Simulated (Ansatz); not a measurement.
Levels about the gap of amorphous Hf18O30N4 (52 atoms in a cell of 676 Å³, 9.21 g/cm³; zone centre alone, so wide bands show as single levels with stretches between that a denser mesh fills), at the geometry that PBE relaxed, where it gives 0.0 GPa on a denser mesh. The participation number counts the atoms over which a state spreads; weights are charges in smoothed Voronoi cells. The levels come from a single point, so bond lengths are those of that geometry. Method of the levels: r2SCAN, scalar-relativistic without spin-orbit coupling (Ansatz, an electronic-structure program). Sampling: the zone centre alone; Fermi-Dirac width 0.02 eV; no spin polarisation. At PBE the levels at the filled edge of the gap are localised (band-tail or defect states).

A CHGNet melt-quench gave the starting glass, which DFT then relaxed. O and N atoms were pushed apart under 1.9 Å during the dynamics, to hinder bonds among them. The hot cell started wider than the set density and was brought back towards it in steps. It is the lowest in DFT energy of 4 quenches. It is a model cell: composition and starting density were chosen by hand, and all elements were melted together. No dispersion term was used. Its density started from a set value of 9.21 and ended at 9.21 g/cm³. Cooling (nominally 300 K/ps over its main leg) ran many orders faster than in experiment, which tends to leave more defects and strain. Values belong to this one cell and scatter from quench to quench. Volume and shape were free in the relaxation.

```json
[
 {"E - E(highest filled), eV": "-0.70", "filling": "filled", "participation number": "13.7", "largest on": "O, 3 neighbours", "weight Hf": "0.12", "weight N": "0.36", "weight O": "0.52"},
 {"E - E(highest filled), eV": "-0.66", "filling": "filled", "participation number": "13.8", "largest on": "N, 4 neighbours", "weight Hf": "0.14", "weight N": "0.48", "weight O": "0.38"},
 {"E - E(highest filled), eV": "-0.59", "filling": "filled", "participation number": "12.8", "largest on": "N, 4 neighbours", "weight Hf": "0.10", "weight N": "0.39", "weight O": "0.51"},
 {"E - E(highest filled), eV": "-0.51", "filling": "filled", "participation number": "14.8", "largest on": "N, 3 neighbours", "weight Hf": "0.12", "weight N": "0.44", "weight O": "0.43"},
 {"E - E(highest filled), eV": "-0.36", "filling": "filled", "participation number": "11.1", "largest on": "N, 3 neighbours", "weight Hf": "0.14", "weight N": "0.53", "weight O": "0.33"},
 {"E - E(highest filled), eV": "-0.13", "filling": "filled", "participation number": "8.6", "largest on": "N, 4 neighbours", "weight Hf": "0.12", "weight N": "0.49", "weight O": "0.38"},
 {"E - E(highest filled), eV": "0.00", "filling": "filled", "participation number": "3.1", "largest on": "N, 3 neighbours", "weight Hf": "0.11", "weight N": "0.58", "weight O": "0.32"},
 {"E - E(highest filled), eV": "3.53", "filling": "empty", "participation number": "14.1", "largest on": "Hf, 5 neighbours", "weight Hf": "0.61", "weight N": "0.05", "weight O": "0.34"},
 {"E - E(highest filled), eV": "3.80", "filling": "empty", "participation number": "32.3", "largest on": "Hf, 6 neighbours", "weight Hf": "0.56", "weight N": "0.05", "weight O": "0.39"},
 {"E - E(highest filled), eV": "3.99", "filling": "empty", "participation number": "20.9", "largest on": "Hf, 6 neighbours", "weight Hf": "0.61", "weight N": "0.08", "weight O": "0.31"},
 {"E - E(highest filled), eV": "4.07", "filling": "empty", "participation number": "25.7", "largest on": "Hf, 6 neighbours", "weight Hf": "0.56", "weight N": "0.03", "weight O": "0.41"},
 {"E - E(highest filled), eV": "4.20", "filling": "empty", "participation number": "28.5", "largest on": "Hf, 5 neighbours", "weight Hf": "0.60", "weight N": "0.06", "weight O": "0.34"},
 {"E - E(highest filled), eV": "4.31", "filling": "empty", "participation number": "30.2", "largest on": "Hf, 6 neighbours", "weight Hf": "0.62", "weight N": "0.04", "weight O": "0.35"},
 {"E - E(highest filled), eV": "4.49", "filling": "empty", "participation number": "23.8", "largest on": "Hf, 7 neighbours", "weight Hf": "0.63", "weight N": "0.07", "weight O": "0.29"}
]
```

Most localised among these is the filled level at +0.00 eV, on a N atom, which has 3 neighbours (Hf 2.02 Å, Hf 2.07 Å, Hf 2.19 Å).
